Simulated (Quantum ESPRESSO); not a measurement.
A self-consistent single point of K3Cd (Fm-3m, 4 atoms in the cell) with Quantum ESPRESSO.

Method: LDA (PZ), GBRV 1.5 ultrasoft (LDA) pseudopotentials (plane waves; Quantum ESPRESSO).

```yaml
crystal:
  lattice:
    - [0.00000, 4.61034, 4.61034]
    - [4.61034, 0.00000, 4.61034]
    - [4.61034, 4.61034, 0.00000]
  atoms:
    - { symbol: K, position: [0.25000, 0.25000, 0.25000] }
    - { symbol: K, position: [0.75000, 0.75000, 0.75000] }
    - { symbol: K, position: [0.50000, 0.50000, 0.50000] }
    - { symbol: Cd, position: [0.00000, 0.00000, 0.00000] }
```

Reference input (self-consistent single point, DFT, LDA (PZ), plane waves, GBRV 1.5 ultrasoft (LDA) pseudopotentials): ecutwfc = 40 Ry; ecutrho = 200 Ry; occupations = smearing; smearing = gaussian; degauss = 0.0036749 Ry; potentials = {K: k_lda_v1.4.uspp.F.UPF, Cd: cd_lda_v1.uspp.F.UPF}; K_POINTS = automatic 4 4 4 0 0 0; conv_thr = 1e-10 Ry. This run's input differs from it in these lines:

```diff
@@ -34,3 +34,3 @@
 K_POINTS automatic
-4 4 4  0 0 0
+6 6 6  0 0 0
```

Output, abridged:

```
     Self-consistent Calculation

     iteration #  1     ecut=    40.00 Ry     beta= 0.70

     negative rho (up, down):  2.091E-02 0.000E+00

     total energy              =    -285.16187332 Ry
     estimated scf accuracy    <       0.71484107 Ry

     iteration #  2     ecut=    40.00 Ry     beta= 0.70

     negative rho (up, down):  2.195E-02 0.000E+00

     total energy              =    -285.35325353 Ry
     estimated scf accuracy    <       0.04365483 Ry

     iteration #  3     ecut=    40.00 Ry     beta= 0.70
     c_bands:  2 eigenvalues not converged

     negative rho (up, down):  2.183E-02 0.000E+00

     total energy              =    -285.37947250 Ry
     estimated scf accuracy    <       0.00841507 Ry

   [... 7 blocks of this kind left out ...]

     iteration # 11     ecut=    40.00 Ry     beta= 0.70

     negative rho (up, down):  2.194E-02 0.000E+00

     total energy              =    -285.38217679 Ry
     estimated scf accuracy    <          1.7E-10 Ry

     iteration # 12     ecut=    40.00 Ry     beta= 0.70

     negative rho (up, down):  2.194E-02 0.000E+00
     End of self-consistent calculation

     the Fermi energy is     3.4194 ev

!    total energy              =    -285.38217679 Ry
     estimated scf accuracy    <          2.6E-11 Ry
     smearing contrib. (-TS)   =      -0.00015530 Ry
     internal energy E=F+TS    =    -285.38202149 Ry

     convergence has been achieved in  12 iterations

     negative rho (up, down):  2.194E-02 0.000E+00

     Forces acting on atoms (cartesian axes, Ry/au):

     atom    1 type  1   force =     0.00000000   -0.00000000    0.00000000
   [... zero for the other atoms too ...]

     Total force =     0.000000     Total SCF correction =     0.000000

     negative rho (up, down):  2.194E-02 0.000E+00
          total   stress  (Ry/bohr**3)                   (kbar)     P=      -14.59
  -0.00009921   0.00000000   0.00000000          -14.59        0.00        0.00
   0.00000000  -0.00009921   0.00000000            0.00      -14.59        0.00
   0.00000000   0.00000000  -0.00009921            0.00        0.00      -14.59

   JOB DONE.
```

The run converged in 12 iterations. Against the reference run the free energy goes up by 1.9 meV/atom and the pressure moves little (-1.49 to -1.46 GPa). The full log also holds: “c_bands:  2 eigenvalues not converged”. The full log also holds: “c_bands:  3 eigenvalues not converged”.

The starting cell comes from a database of computed structures (which also holds hypothetical and non-ambient phases and stackings), without a prior relaxation at this level.

Cost on one core of a shared machine: roughly 2 min.
